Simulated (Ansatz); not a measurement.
A thermal frame of AlP(110) slab, cut from zinc-blende AlP, cell Al48P48, with vacuum along z, from MD with PBE at 300 K. These are PBE (plane waves, PAW; Ansatz, a quantum-chemistry and plane-wave program) values and carry that method's errors.

```json
{
  "plane_wave_cutoff": "420 eV",
  "k-points": "Γ only",
  "Fermi-Dirac width": "0.050 eV",
  "spin": "not polarised; no spin-orbit coupling"
}
```

A check of the k-sampling: on the last frame of the same run a denser mesh moved the PBE forces by 0.012 eV/Å rms and the free energy by -9 meV/atom.

```xyz
96
Lattice="15.6031 0.0000 0.0000 0.0000 11.0331 0.0000 0.0000 0.0000 21.7519" Properties=species:S:1:pos:R:3 pbc="T T T"
Al    -0.4587     5.1070     6.2773
Al     5.4511     2.8661     7.7539
Al     1.5327     2.9404     7.6993
Al     3.4717     5.1475     6.2260
Al     3.8146     5.6084     9.7862
Al     1.6645     2.9223    11.7732
Al     5.4958     2.8409    11.8404
Al    -0.2606     5.5707     9.8353
Al    -0.3198     5.5520    13.9603
Al     5.5507     2.4741    15.3556
Al     1.6448     2.3701    15.1635
Al     3.6612     5.6170    13.7197
P     -0.2989     1.5493     7.9546
P      1.5819     4.1146     5.6385
P      5.4607     4.1603     5.6988
P      3.4666     1.4757     7.8077
P      3.6528     1.4105    11.8068
P      5.6235     4.0544     9.8394
P      1.7355     4.2997     9.7948
P     -0.2388     1.4919    11.5965
P     -0.3546     1.3436    15.6881
P      1.6717     4.2939    13.8361
P      5.5787     4.3142    13.8140
P      3.6058     1.4200    15.9074
Al    -0.4623    10.7558     6.3638
Al     5.5290     8.4045     7.8587
Al     1.5950     8.3375     7.6515
Al     3.5332    10.6888     6.4440
Al     3.3484    11.0923     9.8805
Al     1.5978     8.3895    11.7718
Al     5.4507     8.3685    11.6749
Al    -0.2653    11.0891     9.7894
Al    -0.3481    11.0817    13.5912
Al     5.4834     7.9128    15.1791
Al     1.6712     8.0420    15.0534
Al     3.6273    11.2476    13.8712
P     -0.2696     6.8364     7.8847
P      1.5946     9.6373     5.6844
P      5.6557     9.5730     5.7827
P      3.6245     6.9002     7.8518
P      3.5675     6.9442    11.7854
P      5.3817     9.7735     9.7506
P      1.5284     9.4710     9.7081
P     -0.3677     6.9239    11.8585
P     -0.3533     6.9361    15.8280
P      1.6688     9.9060    13.6308
P      5.4598     9.7529    13.6986
P      3.5045     6.8184    15.8236
Al     7.4717     5.0529     6.5294
Al    13.3784     2.7752     7.8141
Al     9.3523     2.8602     8.0406
Al    11.2863     5.2066     6.5674
Al    11.4497     5.5589     9.9093
Al     9.4731     2.8718    11.8962
Al    13.3322     2.9204    11.8228
Al     7.4910     5.5478     9.9758
Al     7.4913     5.6928    13.8196
Al    13.2443     2.3552    15.1425
Al     9.4675     2.5356    15.3343
Al    11.3556     5.6979    13.7632
P      7.3382     1.4684     8.0313
P      9.4434     3.8741     5.9957
P     13.2376     4.0730     5.6855
P     11.4328     1.4260     7.9320
P     11.4390     1.5006    11.6763
P     13.3770     4.1524     9.7565
P      9.5461     4.2927     9.9023
P      7.5221     1.5028    11.9886
P      7.5077     1.2713    15.8989
P      9.4747     4.2924    13.7416
P     13.3106     4.2018    13.7799
P     11.3299     1.2302    15.8574
Al     7.5323    10.8268     6.5001
Al    13.3774     8.2960     7.7999
Al     9.3255     8.5139     7.8392
Al    11.4023    10.6292     6.4290
Al    11.2419    11.0997     9.8068
Al     9.2904     8.4445    11.6981
Al    13.3174     8.3495    11.6712
Al     7.3733    11.1274     9.9775
Al     7.3342    11.1484    13.8950
Al    13.2799     7.8143    15.0359
Al     9.2721     8.0155    15.2810
Al    11.2000    11.1332    13.7641
P      7.4665     7.0003     8.0256
P      9.4000     9.6419     5.6653
P     13.3277     9.4848     5.7012
P     11.3751     7.0104     8.0271
P     11.3065     7.0069    11.8154
P     13.2782     9.7302     9.6838
P      9.3303     9.8039     9.7995
P      7.3678     6.9862    11.8083
P      7.3578     6.8002    15.8826
P      9.3265     9.7679    13.6639
P     13.2715     9.7271    13.5620
P     11.3171     6.8084    15.8497
```

Give the forces on atoms 19, 43, 47, 68, 85, 96 (eV/Å), the Kohn-Sham gap at the supercell's Γ point.


```csv
atom,Fx Fy Fz
P19,0.219 -0.509 -0.154
P43,0.186 1.440 0.327
P47,0.021 -0.312 -0.041
P68,-0.489 -0.148 -0.840
P85,0.080 -0.507 -0.258
P96,-0.289 0.428 -0.193
```
Kohn-Sham gap at the supercell's Γ point: 1.12 eV
